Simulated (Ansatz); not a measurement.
Here is the system:

```xyz
4
Lattice="3.2264 0.0000 0.0000 1.6132 2.7941 0.0000 0.0000 0.0000 4.9253" Properties=species:S:1:pos:R:3 pbc="T T T"
Al     3.2264     1.8627     0.0376
Al     1.6132     0.9314     2.5002
N      3.2264     1.8627     3.0417
N      1.6132     0.9314     0.5791
```

No spin polarisation.

The values are results of plane-wave PAW DFT at the PBE level (Ansatz, a program for electronic structure, 420 eV), spin-orbit coupling left out, not measurements. k-mesh 12×12×7 (Γ-centred); smearing 0.05 eV (Fermi–Dirac).

Problem. Predict the gap character and pressure.

Solution. 
- Gap character = direct at Γ
- Pressure (mean of the normal stresses, compression positive) = -8.00 GPa

The cells carry an imposed strain or load. Stability against distortions was not tested. The cell was made from AlN in the wurtzite structure (space group P6_3mc, No. 186) by this change: biaxial strain +3.07 %, plane normal [001], relaxed out of plane.
